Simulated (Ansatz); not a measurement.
The reference is CdS in the zinc blende structure (space group F-43m, No. 216; a = 5.8778 Å). Axes: x, y, z lie along the cube axes.

Structures relaxed with r2SCAN/PAW in Ansatz (a first-principles code), without spin-orbit coupling.

Base:

Simulated powder pattern, Cu Kα1, λ = 1.54056 Å (kinematic, ideal powder, no thermal factors, no anomalous dispersion; the 8 strongest lines at most, above 2 %, up to 2θ = 90°):

```csv
2θ (°),I/Imax (%),hkl
26.24,100,(111)
30.39,23,(200)
43.51,56,(220)
51.52,44,(311)
63.23,8.7,(400)
69.67,17,(331)
79.88,18,(422)
85.84,13,(333)
```

After one change:

Simulated powder pattern, Cu Kα1, λ = 1.54056 Å (kinematic, ideal powder, no thermal factors, no anomalous dispersion; the 8 strongest lines at most, above 2 %, up to 2θ = 90°):

```tsv
2θ (°)	I/Imax (%)
26.69	100
30.91	24
44.29	56
52.46	44
64.42	8.6
71.02	17
81.51	18
87.65	13
```

**Question.** What was done to the base?
(A) isotropic strain −2.50 %
(B) biaxial strain +0.76 %, plane normal [111], relaxed out of plane
(C) biaxial strain −4.09 %, plane normal [001], relaxed out of plane
(D) isotropic strain −1.66 %

**Answer.** D, isotropic strain −1.66 %. Its volume per atom is 24.14 Å³ against 25.38 Å³, and its space group is F-43m (No. 216).

Stability against distortions was not tested.
